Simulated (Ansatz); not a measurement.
**What tensor shear ε_xy = +1.71 % does to Cu**

Base system: Cu in the fcc (Cu type) structure (space group Fm-3m, No. 225; a = 3.564 Å; relaxed with 0.1 eV smearing). Axes: x, y, z lie along the cube axes.

Perturbation: tensor shear ε_xy = +1.71 % (engineering shear γ = 0.0342); the atoms relax in the strained cell.

Method: DFT with PBEsol, PAW potentials and a 420 eV plane-wave cutoff in Ansatz (a first-principles code), no spin-orbit coupling. k-mesh 32×32×32 (Γ-centred); smearing 0.1 eV (Fermi–Dirac).

```json
[
 {"quantity": "volume per atom", "base": "11.32 Å³", "changed": "11.31 Å³", "shift": "-0.003 Å³"},
 {"quantity": "space group", "base": "Fm-3m (No. 225)", "changed": "Immm (No. 71)", "shift": "–"},
 {"quantity": "shortest interatomic distance", "base": "252.0 pm", "changed": "247.7 pm", "shift": "-4.3 pm"},
 {"quantity": "energy relative to the base (free energy F)", "base": "0 meV/atom", "changed": "+3.9 meV/atom", "shift": "+3.9 meV/atom"},
 {"quantity": "pressure (mean of the normal stresses, compression positive)", "base": "0.0 GPa", "changed": "0.2 GPa", "shift": "+0.2 GPa"},
 {"quantity": "band gap", "base": "zero", "changed": "zero", "shift": "–"},
 {"quantity": "stress (xx, yy, zz, yz, xz, xy; compression positive)", "base": "–", "changed": "(0.3, 0.3, -0.1, 0.0, 0.0, -3.2) GPa", "shift": "–"}
]
```

Cost of the whole job for the changed cell (relaxation, final SCF and bands): very roughly 110 core-seconds.

Stability against distortions was not tested. The final runs are not spin-polarised.
